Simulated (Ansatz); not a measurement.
Base system: SiC (space group P6_3mc, No. 186; a = 3.0941 Å, c = 10.1292 Å).

(Cell as relaxed with PBE.)

Levels (all Ansatz, a program for electronic structure, PAW, earlier PAW set): PBE (420 eV, scalar-relativistic without spin-orbit coupling); r2SCAN (500 eV, without spin-orbit coupling).

Each level relaxes its own structure.

```csv
base,PBE,r2SCAN
volume per atom,10.50 Å³,10.33 Å³
lattice parameter a,309.4 pm,307.8 pm
band gap,2.22 eV,2.60 eV
```

Modification: a negative pressure, −1 GPa.

| quantity | PBE | r2SCAN |
|---|---|---|
| gap character | indirect, Γ → M | (withheld) |
| smallest direct gap | 3.34 eV | (withheld) |
| shift of the gap caused by the change | 0.00 eV | (withheld) |
| shortest interatomic distance | 189.6 pm | (withheld) |

**Question.** Given the PBE results, estimate those of r2SCAN.

**Answer.** 
- gap character, r2SCAN: indirect, Γ → M
- smallest direct gap, r2SCAN: 3.77 eV
- shift of the gap caused by the change, r2SCAN: 0.00 eV
- shortest interatomic distance, r2SCAN: 188.6 pm

PBE's smallest direct gap lies 0.43 eV below r2SCAN's; PBE's shortest interatomic distance lies 1.0 pm above r2SCAN's (0.5 %); the two agree on the gap character and shift of the gap caused by the change. Neither level is exact; r2SCAN is the comparison here, not a measurement.

Load acts through the strain it causes; cell and atoms are relaxed under it. Whether these cells are dynamically stable was not tested.
